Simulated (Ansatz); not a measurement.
Defect migration in beta Ge3N4: N vacancy, charge state +1. Calculation: PBE, PAW (plane waves to 420 eV; Ansatz, a program for electronic structure).

Cell of 84 host sites held at the relaxed PBE lattice; one k-point at (0.250, 0.250, 0.250); Fermi-Dirac width 0.01 eV, spin-restricted; finite-size errors left in. Energies are static. The charge state is imposed; whether it is stable for some Fermi level was not computed. Forms of the defect that were not tried may lie lower. The start lies 0.16 eV above the lowest site run (PBE).

Barriers: single points on a 2×2×2 k-point mesh shifted by half a step along c at the bands' geometries.

Relaxed starting cell (atoms counted from 1):

```yaml
crystal:
  lattice:
    - [16.25891, 0.00000, 0.00000]
    - [-4.06473, 7.04032, 0.00000]
    - [0.00000, 0.00000, 9.34238]
  atoms:
    - { symbol: Ge, position: [0.20519, 0.17537, 0.25054] }
    - { symbol: Ge, position: [0.20237, 0.17143, 0.58393] }
    - { symbol: Ge, position: [0.20240, 0.17142, 0.91716] }
    - { symbol: Ge, position: [0.70249, 0.17192, 0.25063] }
    - { symbol: Ge, position: [0.70223, 0.17220, 0.58379] }
    - { symbol: Ge, position: [0.70221, 0.17216, 0.91751] }
    - { symbol: Ge, position: [0.11579, 0.40434, 0.08318] }
    - { symbol: Ge, position: [0.11583, 0.40445, 0.41799] }
    - { symbol: Ge, position: [0.11581, 0.40469, 0.75059] }
    - { symbol: Ge, position: [0.61872, 0.41021, 0.08427] }
    - { symbol: Ge, position: [0.61874, 0.41027, 0.41701] }
    - { symbol: Ge, position: [0.61674, 0.40779, 0.75063] }
    - { symbol: Ge, position: [0.41639, 0.22947, 0.25066] }
    - { symbol: Ge, position: [0.41331, 0.23128, 0.58431] }
    - { symbol: Ge, position: [0.41329, 0.23127, 0.91686] }
    - { symbol: Ge, position: [0.91341, 0.23676, 0.25057] }
    - { symbol: Ge, position: [0.91321, 0.23626, 0.58398] }
    - { symbol: Ge, position: [0.91318, 0.23624, 0.91717] }
    - { symbol: Ge, position: [0.29546, 0.82434, 0.08336] }
    - { symbol: Ge, position: [0.29547, 0.82451, 0.41790] }
    - { symbol: Ge, position: [0.29606, 0.82460, 0.75057] }
    - { symbol: Ge, position: [0.79651, 0.83142, 0.08387] }
    - { symbol: Ge, position: [0.79651, 0.83144, 0.41711] }
    - { symbol: Ge, position: [0.79633, 0.83038, 0.75049] }
    - { symbol: Ge, position: [0.08511, 0.76494, 0.08465] }
    - { symbol: Ge, position: [0.08510, 0.76502, 0.41631] }
    - { symbol: Ge, position: [0.08542, 0.76573, 0.75048] }
    - { symbol: Ge, position: [0.58453, 0.76578, 0.08366] }
    - { symbol: Ge, position: [0.58453, 0.76579, 0.41750] }
    - { symbol: Ge, position: [0.58539, 0.76680, 0.75059] }
    - { symbol: Ge, position: [0.37902, 0.58120, 0.25060] }
    - { symbol: Ge, position: [0.38251, 0.59226, 0.58396] }
    - { symbol: Ge, position: [0.38249, 0.59220, 0.91711] }
    - { symbol: Ge, position: [0.88140, 0.59543, 0.25046] }
    - { symbol: Ge, position: [0.88195, 0.59603, 0.58357] }
    - { symbol: Ge, position: [0.88192, 0.59598, 0.91732] }
    - { symbol: N, position: [0.33291, 0.33133, 0.57541] }
    - { symbol: N, position: [0.33291, 0.33139, 0.92603] }
    - { symbol: N, position: [0.83249, 0.33502, 0.25072] }
    - { symbol: N, position: [0.83249, 0.33522, 0.58364] }
    - { symbol: N, position: [0.83245, 0.33521, 0.91772] }
    - { symbol: N, position: [0.16578, 0.66531, 0.08466] }
    - { symbol: N, position: [0.16582, 0.66546, 0.41593] }
    - { symbol: N, position: [0.16586, 0.66557, 0.75015] }
    - { symbol: N, position: [0.66594, 0.66887, 0.08430] }
    - { symbol: N, position: [0.66596, 0.66892, 0.41657] }
    - { symbol: N, position: [0.66596, 0.66787, 0.75044] }
    - { symbol: N, position: [0.14887, 0.32584, 0.25052] }
    - { symbol: N, position: [0.14954, 0.32793, 0.58405] }
    - { symbol: N, position: [0.14954, 0.32791, 0.91699] }
    - { symbol: N, position: [0.65046, 0.33131, 0.25057] }
    - { symbol: N, position: [0.64954, 0.33046, 0.58366] }
    - { symbol: N, position: [0.64951, 0.33044, 0.91746] }
    - { symbol: N, position: [0.48514, 0.30241, 0.08405] }
    - { symbol: N, position: [0.48518, 0.30276, 0.41717] }
    - { symbol: N, position: [0.48474, 0.30345, 0.75057] }
    - { symbol: N, position: [0.98520, 0.30501, 0.08396] }
    - { symbol: N, position: [0.98523, 0.30499, 0.41721] }
    - { symbol: N, position: [0.98508, 0.30597, 0.75060] }
    - { symbol: N, position: [0.33552, 0.97024, 0.25061] }
    - { symbol: N, position: [0.33640, 0.96816, 0.58369] }
    - { symbol: N, position: [0.33608, 0.96804, 0.91748] }
    - { symbol: N, position: [0.83378, 0.97438, 0.25051] }
    - { symbol: N, position: [0.83364, 0.97391, 0.58395] }
    - { symbol: N, position: [0.83366, 0.97388, 0.91707] }
    - { symbol: N, position: [0.34596, 0.66121, 0.08502] }
    - { symbol: N, position: [0.34608, 0.66172, 0.41604] }
    - { symbol: N, position: [0.34560, 0.66131, 0.75059] }
    - { symbol: N, position: [0.84735, 0.67051, 0.08389] }
    - { symbol: N, position: [0.84737, 0.67056, 0.41714] }
    - { symbol: N, position: [0.84807, 0.67106, 0.75052] }
    - { symbol: N, position: [0.16842, 0.02999, 0.08503] }
    - { symbol: N, position: [0.16837, 0.03010, 0.41599] }
    - { symbol: N, position: [0.16799, 0.02851, 0.75050] }
    - { symbol: N, position: [0.66353, 0.02823, 0.08434] }
    - { symbol: N, position: [0.66347, 0.02824, 0.41689] }
    - { symbol: N, position: [0.66423, 0.02929, 0.75062] }
    - { symbol: N, position: [0.01335, 0.69983, 0.25046] }
    - { symbol: N, position: [0.01415, 0.70256, 0.58323] }
    - { symbol: N, position: [0.01415, 0.70251, 0.91768] }
    - { symbol: N, position: [0.51112, 0.69461, 0.25056] }
    - { symbol: N, position: [0.51324, 0.69784, 0.58416] }
    - { symbol: N, position: [0.51326, 0.69781, 0.91697] }
```
Cell charge +1.

End state 1 differs by these moves (Å; atoms that move under 0.08 Å are left out):

| atom | element | Δx | Δy | Δz |
|---|---|---|---|---|
| 1 | Ge | 0.05 | -0.14 | 0.12 |
| 2 | Ge | 0.08 | -0.11 | -0.12 |
| 3 | Ge | 0.05 | -0.07 | 0.00 |
| 8 | Ge | 0.18 | -0.07 | -0.01 |
| 26 | Ge | -0.02 | -0.88 | 0.01 |
| 37 | N | 0.02 | -0.03 | 0.10 |
| 38 | N | 0.01 | -0.03 | -0.08 |
| 43 | N | 0.07 | -0.09 | 0.01 |
| 48 | N | 0.02 | -0.14 | 0.00 |
| 49 | N | 0.02 | -0.15 | 0.00 |
| 50 | N | 0.02 | -0.08 | 0.00 |
| 58 | N | -0.06 | 0.29 | 0.00 |
| 61 | N | -0.09 | 0.00 | -0.01 |
| 73 | N | 1.47 | 2.09 | -1.56 |

Q: What is the computed forward and backward barriers to end state 1 (PBE, PAW)?

A: forward 3.39 eV, backward 3.56 eV; at the saddle point atom 73 has neighbours Ge at 1.83, Ge at 2.12, Ge at 2.19 Å. The saddle point's order was not checked.

End state 2 differs by these moves (Å; atoms that move under 0.08 Å are left out):

```
atom  element     Δx     Δy     Δz
----  -------  -----  -----  -----
1          Ge   0.70  -0.46   0.00
7          Ge   0.02   0.00   0.14
8          Ge   0.02   0.00  -0.14
13         Ge   0.06   0.20   0.00
31         Ge  -0.01   0.13   0.00
48          N   3.03   0.11   0.00
54          N   0.09  -0.02  -0.03
55          N   0.09  -0.02   0.03
60          N  -0.34   0.14   0.00
61          N  -0.08   0.06   0.00
62          N  -0.07   0.06   0.00
66          N  -0.03   0.11   0.01
67          N  -0.03   0.11  -0.01
68          N  -0.01   0.08   0.00
72          N  -0.08  -0.03   0.00
73          N  -0.08  -0.03   0.00
```

Q: What forward and backward barriers to end state 2 does PBE, PAW give?

A: forward 2.51 eV, backward 2.63 eV; at the saddle point atom 48 has neighbours Ge at 1.84, Ge at 1.93 Å. The saddle point's order was not checked, and it lies on a symmetry element of the cell, where a band can be held.

End state 3 differs by these moves (Å; atoms that move under 0.08 Å are left out):

```tsv
atom	element	Δx	Δy	Δz
1	Ge	0.01	-0.16	0.00
7	Ge	0.01	0.08	-0.02
8	Ge	0.01	0.08	0.02
13	Ge	-0.07	0.11	0.00
14	Ge	-0.03	0.11	0.00
15	Ge	-0.03	0.11	0.00
19	Ge	-0.06	0.13	-0.01
20	Ge	-0.06	0.13	0.01
21	Ge	-0.01	0.08	0.00
28	Ge	0.00	0.00	0.14
29	Ge	0.00	0.00	-0.14
31	Ge	-0.79	-0.26	0.00
37	N	-0.04	0.06	0.05
38	N	-0.04	0.06	-0.05
48	N	0.24	0.29	0.00
49	N	0.02	0.09	0.00
50	N	0.02	0.09	0.00
54	N	-0.02	0.09	0.01
55	N	-0.02	0.09	-0.01
60	N	-0.14	0.09	0.00
61	N	-0.08	0.10	0.01
62	N	-0.08	0.11	-0.01
66	N	-0.03	0.15	0.00
67	N	-0.03	0.15	0.00
68	N	0.02	0.13	0.00
72	N	-0.15	-0.02	-0.04
73	N	-0.15	-0.02	0.04
74	N	-0.09	0.03	0.00
81	N	-1.48	-2.57	0.00
```

Q: What forward and backward barriers to end state 3 does PBE, PAW give?

A: forward 2.60 eV, backward 2.74 eV; at the saddle point atom 81 has neighbours Ge at 1.82, Ge at 1.90 Å. The saddle point's order was not checked, and it lies on a symmetry element of the cell, where a band can be held.
